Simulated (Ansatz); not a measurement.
**The (11-21) surface of hcp Be in its 1x1 cell, outermost plane spacing 0.54 Å in the ideal cut**

Calculation: r2SCAN, at the PBE geometry (plane waves to 500 eV, PAW; Ansatz, a quantum-chemistry and plane-wave program).

Slab: 19 atoms, 9.7 Å thick at the start (thin: gaps and levels are the slab's own); k 11x10x1, smearing 0.1 eV, dipole-corrected; single point; no symmetry held, on the structure that PBE left; no spin, no spin-orbit, no U.

```yaml
surface energy (mean of both faces): 2.56 J/m²
work_function_of_the_top_face: 4.55 eV
cost: roughly 100 core-seconds
```
